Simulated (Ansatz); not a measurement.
System: PbZrO₃ (model structure, started from the LiNbO3 type, R3c, No. 161, 10 atoms in the cell). Method: PBEsol (plane waves, PAW; Ansatz, a first-principles code).

Input file:

Ansatz 0.2 input:
```yaml
crystal:
  lattice:
    - [2.9214435253, 1.6866963648, 4.8090907192]
    - [-2.9214435253, 1.6866963648, 4.8090907192]
    - [0.0, -3.3733922524, 4.8090908866]
  atoms:
    - { symbol: Pb, position: [0.7149298586, 0.7149298586, 0.7149298586] }
    - { symbol: Pb, position: [0.2149298586, 0.2149298586, 0.2149298586] }
    - { symbol: Zr, position: [0.9850133614, 0.9850133614, 0.9850133614] }
    - { symbol: Zr, position: [0.4850133614, 0.4850133614, 0.4850133614] }
    - { symbol: O, position: [0.7927218005, 0.2649986381, 0.6920463415] }
    - { symbol: O, position: [0.2649986381, 0.6920463415, 0.7927218005] }
    - { symbol: O, position: [0.6920463415, 0.7927218005, 0.2649986381] }
    - { symbol: O, position: [0.2927218005, 0.1920463415, 0.7649986381] }
    - { symbol: O, position: [0.1920463415, 0.7649986381, 0.2927218005] }
    - { symbol: O, position: [0.7649986381, 0.2927218005, 0.1920463415] }
basis:
  ecutwfc: 520
  ecutrho_ratio: 4
  xc_grid: 2
kpoints:
  mp_grid: { grid: [8, 8, 8] }
  band_path:
    path:
      - [0.0, 0.0, 0.0]
      - [-0.083333, -0.083333, -0.083333]
      - [-0.166667, -0.166667, -0.166667]
      - [-0.25, -0.25, -0.25]
      - [-0.333333, -0.333333, -0.333333]
      - [-0.416667, -0.416667, -0.416667]
      - [-0.5, -0.5, -0.5]
      - [-0.5, -0.449735, -0.550265]
      - [-0.5, -0.39947, -0.60053]
      - [-0.5, -0.349205, -0.650795]
      - [-0.5, -0.29894, -0.70106]
      - [-0.5, -0.248675, -0.751325]
      - [-0.248675, 0.248675, -0.5]
      - [-0.186506, 0.186506, -0.5]
      - [-0.124337, 0.124337, -0.5]
      - [-0.062169, 0.062169, -0.5]
      - [0.0, 0.0, -0.5]
      - [0.0, 0.0, -0.416667]
      - [0.0, 0.0, -0.333333]
      - [0.0, 0.0, -0.25]
      - [0.0, 0.0, -0.166667]
      - [0.0, 0.0, -0.083333]
      - [0.0, 0.053477, -0.053477]
      - [0.0, 0.106954, -0.106954]
      - [0.0, 0.16043, -0.16043]
      - [0.0, 0.213907, -0.213907]
      - [0.0, 0.267384, -0.267384]
      - [0.0, 0.320861, -0.320861]
      - [0.0, 0.374337, -0.374337]
      - [-0.374337, 0.0, -0.625663]
      - [-0.437169, 0.0, -0.562831]
      - [-0.5, 0.0, -0.5]
      - [-0.428571, 0.0, -0.428571]
      - [-0.357143, 0.0, -0.357143]
      - [-0.285714, 0.0, -0.285714]
      - [-0.214286, 0.0, -0.214286]
      - [-0.142857, 0.0, -0.142857]
      - [-0.071429, 0.0, -0.071429]
    npoints: 1
hamiltonian:
  xc: pbesol
  dispersion: none
  pseudopotentials: { kind: paw }
scf:
  occupations: { method: fermi_dirac, width: 0.01 }
  convergence: { dr2_threshold: 0.000000001 }
output:
  forces: true
  stress: true
  eigenvalues: true
  write_bands: true
```

Excerpt of the program's output:

```
Crystal: 10 atoms, lattice volume = 142.183 Å³
Basis set: ecut = 520 eV, 3839 PW (Γ), exchange–correlation on 90×90×90 points (8 copies of the dense FFT grid, shifted against one another)
Bands: 54, of which v1, the nominal top of the filled ones, is band 44 counted from 1 (43 counted from 0)
Symmetry: 6 space group operations
Space group: R3c (ITA 161), of the structure as read, at distance tolerance 5.2e-5 Å
k-points: 65 of 512 (time reversal used)
Functional: x = pbesol(κ = 0.804, μ = 0.12345679012345678), c = pbesol(β = 0.046)
SCF iter   1: F=—  HF=-35142.310559 eV  |F-HF|=—  |Δ(HF+E_count)|=         —  Δρ=1.80e-2  dr2=4.16e-1
SCF iter   2: F=—  HF=-35142.224182 eV  |F-HF|=—  |Δ(HF+E_count)|=   8.64e-2  Δρ=4.51e-3  dr2=3.30e-2
  ...
SCF iter   7: F=—  HF=-35142.217650 eV  |F-HF|=—  |Δ(HF+E_count)|=   1.69e-8  Δρ=1.21e-6  dr2=2.42e-9
SCF iter   8: F=-35142.217650 eV  HF=-35142.217650 eV  |F-HF|=4.37e-11  |Δ(HF+E_count)|=  4.66e-10  Δρ=3.17e-7  dr2=1.46e-10
SCF 1 converged in 8 iterations: F = -35142.217650 eV  dr2 = 1.46e-10
SCF converged after 8 iterations
Free energy (F): -35142.217650 eV
Internal energy: -35142.217650 eV  (E = F + TS)
E sigma→0 (E₀):  -35142.217650 eV
Fermi energy:    11.297953 eV
--- Forces (eV/Å), atoms counted from 1 ---
  atom   1  Pb     0.00000000    -0.00000000    -0.00030552
  atom   2  Pb     0.00000000    -0.00000000    -0.00030552
  atom   3  Zr     0.00000000    -0.00000000    -0.00046105
  atom   4  Zr     0.00000000    -0.00000000    -0.00046105
  atom   5  O      0.00086082    -0.00134532     0.00025605
  atom   6  O     -0.00159549    -0.00007283     0.00025605
  atom   7  O      0.00073467     0.00141815     0.00025605
  atom   8  O     -0.00073467     0.00141815     0.00025605
  atom   9  O      0.00159549    -0.00007283     0.00025605
  atom  10  O     -0.00086082    -0.00134532     0.00025605
--- Stress (GPa, compression-positive) ---
        0.000572       0.000000       0.000000
        0.000000       0.000572       0.000000
        0.000000       0.000000       0.005527
  P = ⅓ Tr σ = 0.0022 GPa (0.022 kbar)
```

The PAW data were made under PBE.

Note: the relaxation could raise the start's symmetry but not lower it, so the cell can be a saddle point.

A model structure was made by putting elements into a prototype or built by hand; it is no filed structure, need not be a known phase, and can be a saddle point held by its symmetry.
